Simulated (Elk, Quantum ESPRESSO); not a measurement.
## Equation of state of fluorite-structure AuAl2 (space group 225): energy against volume (Elk, PBE)

```
AuAl2
1.0
    0.00000     2.94666     2.94666
    2.94666     0.00000     2.94666
    2.94666     2.94666     0.00000
Al Au
2 1
Direct
  0.25000   0.25000   0.25000
  0.75000   0.75000   0.75000
  0.00000   0.00000   0.00000
```

Method of the run: Elk with PBE, all-electron FP-LAPW, Elk's shipped species files, default APW+lo basis. Settings: xctype = 20; rgkmax = 7.98; stype = 3; swidth = 0.00183747 Ha; ngridk = 17 17 17; rmtscf = 0.9; sphere radii = {Al: 1.98, Au: 2.52} bohr. The cell above is the first row's. The rows scale it uniformly. In all rows fractional positions and the k mesh are held. E is the free energy at the stated smearing, counted from the lowest row.

| V (Å^3/atom) | E (meV/atom) |
|---|---|
| 17.057 | ? |
| 17.428 | 28.46 |
| 17.798 | 12.93 |
| 18.169 | 3.66 |
| 18.540 | 0.00 |
| 18.911 | 1.24 |
| 19.282 | 6.94 |
| 19.652 | 16.35 |
| 20.023 | 29.29 |

Fit E of the 8 rows that show it with the third-order Birch-Murnaghan form, a cubic in V^(-2/3). With u = V^(-2/3) - 0.142, the rows have u = 0.006765, 0.004696, 0.002692, 0.000756, -0.001118, -0.002930, -0.004682, -0.006383. Least squares gives E = -0.059 - 438.51·u + 669205·u² + 2778586·u³. Residuals (row less fit): -0.001, 0.003, -0.004, 0.007, -0.024, 0.039, -0.029, 0.007; standard error 0.028 (degrees of freedom: 4). Its minimum lies at u = 0.000327, so V0 = (0.142327)^(-3/2) = 18.62. There d²E/du² = 1344000 and d³E/du³ = 1.667e7, so B0 = (4/9) × 18.62^(-7/3) × 1344000 × 0.160218 = 104 GPa (the last factor turns the table's units into GPa), and B0' = 4 + (2/3) × 0.142327 × (1.667e7)/1344000 = 5.2.

Estimate the missing E (V = 17.057); what did the run itself give?

u = 0.008915, so E = -0.059 - 438.51 × 0.008915 + 669205 × 0.008915² + 2778586 × 0.008915³ = 51.187 meV/atom. The calculation gives 51.04 meV/atom, 0.147 meV/atom below the prediction (0.3 % of the range of E in the table). The row lies outside the fitted rows, so this is an extrapolation. From the scatter of the fitted rows alone, a prediction at this place has a standard error of 0.082 meV/atom, so the miss is 1.8 times that.

Carrying the step between the two nearest rows on in a straight line would have given 44.03, off by 7.01; series whose last step already gives the withheld value aren't shown. The scan was laid around a cell of about the measured size, scaled by a guess for this functional. The runs keep the symmetry of the cell, so they don't test it for distortions. A plane-wave scan with the same functional (Quantum ESPRESSO, GBRV) gives V0 = 18.54 Å^3/atom and B0 = 104 GPa; a Birch-Murnaghan fit to all rows here lies 0.5 % from it in V0 and 0 % in B0; the two differ in basis, and may differ in potentials and mesh. Values depend on the basis (sphere radii, cutoffs, local orbitals), which need not be converged. Spin-orbit coupling is off. Sphere radii are the same in all rows. Cutoffs and mesh are single choices, not tested for convergence of this quantity. Series with a scatter that would blur these digits, or in which a gap closes, are not shown. Nor are scans whose minimum lies at an end fitted in this form.
